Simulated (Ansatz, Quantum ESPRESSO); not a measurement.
La3Mg (I4/mmm, 4 atoms in the cell) computed with different codes at matched settings

Self-consistent single point, at a second geometry (lattice scaled by 0.98). First geometry:

```yaml
crystal:
  lattice:
    - [-2.52641, 2.52641, 5.22940]
    - [2.52641, -2.52641, 5.22940]
    - [2.52641, 2.52641, -5.22940]
  atoms:
    - { symbol: La, position: [0.50000, 0.50000, 0.00000] }
    - { symbol: La, position: [0.25000, 0.75000, 0.50000] }
    - { symbol: La, position: [0.75000, 0.25000, 0.50000] }
    - { symbol: Mg, position: [0.00000, 0.00000, 0.00000] }
```

Shared settings, as Ansatz (a program for electronic structure) writes them: kpoints.mp_grid.grid = 6 6 6; scf.occupations.method = gaussian; scf.occupations.width = 0.01 Ry. Potentials and cutoffs stand in the table.

```json
[
 {"code": "Ansatz", "model": "LDA (PW92), PAW files made with PBE", "ΔF from the first geometry (meV/atom)": "-29.9", "pressure (GPa)": "-1.61", "cutoff": "30.9 Ry"},
 {"code": "Quantum ESPRESSO", "model": "LDA (PZ), GBRV 1.5 ultrasoft (LDA) pseudopotentials", "ΔF from the first geometry (meV/atom)": "-27.9", "pressure (GPa)": "-1.42", "cutoff": "40 Ry"}
]
```

The spread over the programs that give each value: ΔF from the first geometry within 2.0 meV/atom; pressure within 0.19 GPa.

Ansatz's pressure is given at a fixed set of plane waves, as the other plane-wave codes print theirs. The same LDA comes in different parametrisations, which differ slightly.

The starting cell comes from a database of computed structures (which also holds hypothetical and non-ambient phases and stackings), without a prior relaxation at this level. For this run, on top of that: lattice scaled by 0.98.

Left out of this page: Elk and FLEUR (not drawn, or without a comparable value).

Keys are those of Ansatz 0.2.
